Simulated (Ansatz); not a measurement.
A 32-atom cell of (Si,Sn) started in the diamond structure, site fractions Si 0.375, Sn 0.625, short-range order 0.00 in the first shell of the mixed sites (0 is random, a negative value favours unlike neighbours), space group P1 at the end. The mixed sublattice has 32 sites.

The mixing enthalpy is taken against the end members in the diamond type, relaxed in the same cell and mesh.

Method: PBE (plane waves to 420 eV, PAW; Ansatz, a first-principles code). No spin–orbit coupling. Its k-point mesh 3×3×3, Fermi–Dirac width 0.01 eV.

```tsv
cell	energy at zero smearing (eV)
Si	-20345.921
Sn	-192774.776
Sn5Si3	-128110.154
```

Q: Work out the mixing enthalpy per mixed site and the interaction parameter Ω of a regular solution.

A: With x = 20/32 of the second end member, ΔH = [-128110.154 − 12/32 × (-20345.921) − 20/32 × (-192774.776)] / 32 = 119 meV against the separate end members. Ω = ΔH / x(1 − x) = 507 meV, which puts the top of the miscibility gap of this model at Ω / 2k = 2940 K.
